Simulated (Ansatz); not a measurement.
Base system: AlN in the wurtzite structure (space group P6_3mc, No. 186).

```
CELL_PARAMETERS angstrom
      3.08878     0.00000     0.00000
     -1.54439     2.67496     0.00000
      0.00000     0.00000     4.94326
ATOMIC_POSITIONS crystal
  Al 0.33333 0.66667 0.00000
  Al 0.66667 0.33333 0.50000
  N  0.33333 0.66667 0.38200
  N  0.66667 0.33333 0.88200
```

Cartesian axes are those of the cell as printed.

The values are results of Kohn–Sham DFT with the LDA functional, run in Ansatz (a quantum-chemistry and plane-wave program) with PAW and 420 eV plane waves, spin-orbit coupling left out, not measurements.

The change: uniaxial strain ε_zz = −0.60 %, all other strain components held at zero; the atoms relax in the strained cell.

Task: Predict the stress tensor and what it implies for the stiffness.

Result: Stress of the strained cell less that of the base (GPa, compression positive):
```
   0.69    0.00    0.00
   0.00    0.69    0.00
   0.00    0.00    2.22
```

Then −Δσ_ii/ε with ε = -0.0060 gives relaxed-ion elastic constants: C33 ≈ 371 GPa, C13 ≈ 115 GPa and C23 ≈ 115 GPa.

No phonon test of stability was made.
